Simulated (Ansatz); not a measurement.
Start from Ti in the hcp (Mg type) structure (space group P6_3/mmc, No. 194; a = 2.864 Å, c = 4.537 Å; relaxed with 0.1 eV smearing). Axes: x lies along a and z along c of the hexagonal cell.

Method: LDA in Ansatz (plane waves to 420 eV, PAW, scalar-relativistic without spin-orbit coupling).

Modification: uniaxial strain ε_xx = +2.50 %, all other strain components held at zero, atoms relaxed at fixed cell.

**Question.** Predict the new energy relative to the base, stress and largest internal atomic displacement.

**Answer.** The energy increases by 5.0 meV/atom; the stress (xx, yy, zz, yz, xz, xy; compression positive) amounts to (-3.9, -2.7, -2.3, 0.0, 0.0, 0.0) GPa; the largest internal atomic displacement is 0.029 Å.

Whether these cells are dynamically stable was not tested. All final runs are without spin polarisation.

Ansatz is a first-principles code.
